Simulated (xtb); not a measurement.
xtb 6.7.1, GFN2-xTB: Ba(OMe)(hfac)(OH2)2, 26 atoms. The geometry is a generated start, not checked to be a minimum at this level.

```json
{
 "run_flags": "--grad",
 "method": "GFN2-xTB",
 "--acc": "1 (default)",
 "--etemp (K)": "300 (default)",
 "basis_functions": "86",
 "valence_electrons": "106"
}
```

```xyz
26

Ba    -0.1777     0.0222    -0.9603
O     -1.7251     1.2169    -1.7496
C     -2.6780     1.9697    -2.4363
H     -3.4459     2.3303    -1.7317
H     -2.2156     2.8394    -2.9253
H     -3.1790     1.3747    -3.2088
F      1.7284     1.2890     2.1526
C      2.7195     0.9329     1.2952
F      3.6749     0.3599     2.0319
F      3.2100     2.0680     0.7947
C      2.1202     0.0261     0.2103
C      1.7431    -1.2308     0.6651
C      0.9628    -2.0816    -0.1131
C      0.3727    -3.2875     0.6365
F     -0.7006    -3.7629    -0.0053
F      1.2364    -4.2951     0.7906
F     -0.0486    -2.9395     1.8685
O      0.6121    -1.9346    -1.2828
O      1.9065     0.5507    -0.8853
H      2.0045    -1.5250     1.6683
O     -0.6624     2.0944     0.4317
H     -1.2179     2.0378    -0.3997
H     -0.1132     2.8718     0.2887
O     -1.7392    -0.5389     0.8695
H     -1.7442     0.2349     1.4504
H     -2.6438    -0.6229     0.5441
```

One run each on 1 thread. Values of broydamp tried: 0.02, 0.05, 0.1, 0.2, 0.4 (default), 0.6, 0.8, 1.

### Question
Predict the course of the SCC iterations along this series.

### Answer
Fewest SCC iterations, within one of each other: 0.2 with 17, 0.4 (default) with 16, 0.6 with 17. The count rises to 29 at 1. All converge to one solution.

| broydamp | SCC iterations | end |
|---|---|---|
| 0.02 | 27 | same solution |
| 0.05 | 24 | same solution |
| 0.1 | 21 | same solution |
| 0.2 | 17 | same solution |
| 0.4 (default) | 16 | same solution |
| 0.6 | 17 | same solution |
| 0.8 | 19 | same solution |
| 1 | 29 | same solution |
